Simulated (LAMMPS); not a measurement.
Fault surfaces of Al (fcc) on several planes, rigid shifts with relaxation along the normal.

All values are model results, not measurements: classical force field (static), pair style bop, file AlCu.bop.table; code LAMMPS.

| plane | largest on the first line | largest on the surface | first line along |
|---|---|---|---|
| (001) | 585 mJ/m² | 706 mJ/m² | [1-10] |
| (110) | 1100 mJ/m² | 1360 mJ/m² | [001] |
| (111) | 323 mJ/m² | 376 mJ/m² | [1-10] |
